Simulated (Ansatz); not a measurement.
# Effect of uniaxial strain ε_xx = −0.63 % on Cs2AgBiBr6

The parent structure is Cs₂AgBiBr₆ (space group Fm-3m, No. 225; a = 11.187 Å). Axes: x, y, z lie along the cube axes.

Now apply this change: the cell is compressed by 0.63 % along x with no lateral relaxation; the atoms relax in the strained cell.

Calculations: Ansatz (a program for electronic structure) PBEsol, no spin-orbit coupling. Γ-centred 5×5×5 mesh, Fermi–Dirac width 0.05 eV.

```csv
quantity,base,changed,shift
volume per atom,35.00 Å³,34.78 Å³,-0.22 Å³
space group,Fm-3m (No. 225),I4/mmm (No. 139),–
shortest interatomic distance,2.753 Å,2.726 Å,-0.027 Å
energy relative to the base (free energy F),0 meV/atom,+0.2 meV/atom,+0.2 meV/atom
"pressure (mean of the normal stresses, compression positive)",0.00 GPa,0.17 GPa,+0.17 GPa
band gap,1.10 eV,1.05 eV,-0.042 eV
gap character,–,"indirect, M → N",–
smallest direct gap,2.23 eV,2.24 eV,+0.01 eV
electron mass,"0.36 mₑ along k, 0.25 mₑ across (at L)","0.36 mₑ along k, 0.25 mₑ across (at L)",–
hole mass,"0.17 mₑ along k, 0.69 mₑ across (at X)","0.17 mₑ along k, 0.64 mₑ across (at X)",–
"stress (xx, yy, zz, yz, xz, xy; compression positive)",–,"(0.30, 0.11, 0.11, 0.00, 0.00, 0.00) GPa",–
```

Final structure:

```
Cs2AgBiBr6
1.0
    0.00000     5.59364     5.59364
    5.55840     0.00000     5.59364
    5.55840     5.59364     0.00000
Cs Ag Bi Br
2 1 1 6
Direct
  0.25000   0.25000   0.25000
  0.75000   0.75000   0.75000
  0.50000   0.50000   0.50000
  0.00000   0.00000   0.00000
  0.74523   0.25477   0.25477
  0.25477   0.74523   0.74523
  0.25375   0.74625   0.25375
  0.74625   0.25375   0.74625
  0.25375   0.25375   0.74625
  0.74625   0.74625   0.25375
```

Cost of the whole job for the changed cell (relaxation, final SCF and bands): about 4 core-minutes (a rough figure).

With Bi present, leaving out spin-orbit coupling can change the band edges. Effective masses come from finite differences of ±0.01 Å⁻¹. Along k means along the line from Γ to the band edge. No phonon test of stability was made. k-point labels follow each cell's own Brillouin zone.
